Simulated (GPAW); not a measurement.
## Pressure against volume in fcc Rh (space group 225) (GPAW, LDA)

```
CELL_PARAMETERS angstrom
      0.00000     1.82610     1.82610
      1.82610     0.00000     1.82610
      1.82610     1.82610     0.00000
ATOMIC_POSITIONS crystal
  Rh 0.00000 0.00000 0.00000
```

Computed with LDA (Perdew-Wang 92), GPAW PAW datasets LDA (gpaw-data 1.0.1) (plane waves; GPAW 25.7.0). Settings: mode = pw; ecut = 585 eV; xc = LDA; kpts = 27 27 27; mesh shift (steps) = 0 0 0; occupations.name = fermi-dirac; occupations.width = 0.05 eV; nbands = -9; convergence.density = 1e-05 e/electron; symmetry.symmorphic = false; symmetry.tolerance = 0.0005; maxiter = 150. The cell above is the first row's. The rows scale it uniformly. In all rows the k mesh is held.

```csv
V (Å^3/atom),P (GPa)
12.179,?
12.444,24.19
12.708,15.58
12.973,7.94
13.238,1.19
13.503,-4.80
13.767,-10.10
14.032,-14.78
14.297,-18.92
```

Task: Using a cubic, estimate the missing P at V = 12.179 from the other rows, showing the fit.

Result: With u = V - 13.4, the rows have u = -0.9560, -0.6920, -0.4270, -0.1620, 0.1030, 0.3670, 0.6320, 0.8970. Least squares gives P = -2.576 - 22.2725·u + 5.2186·u² - 0.7938·u³. Residuals (row less fit): 0.010, -0.019, -0.008, 0.018, 0.016, -0.014, -0.012, 0.008; standard error 0.019 (degrees of freedom: 4). The fitted pressure is zero at V0 = 13.29, where dP/dV = -23.48, so B0 = -V0·dP/dV = 312 GPa. At the withheld row, u = -1.2210, so P = -2.576 - 22.2725 × (-1.2210) + 5.2186 × (-1.2210)² - 0.7938 × (-1.2210)³ = 33.844 GPa. The calculation gives 33.90 GPa, 0.056 GPa above the prediction (0.1 % of the range of P in the table). The row lies outside the fitted rows, so this is an extrapolation. From the scatter of the fitted rows alone, a prediction at this place has a standard error of 0.051 GPa, so the miss is 1.1 times that.

Carrying the step between the two nearest rows on in a straight line would have given 32.83, off by 1.07; series whose last step already gives the withheld value aren't shown. The scan was laid around a cell of about the measured size, scaled by a guess for this functional. Spin polarisation is off. Cutoffs and mesh are single choices, not tested for convergence of this quantity. Series with a scatter that would blur these digits, or in which a gap closes, are not shown.
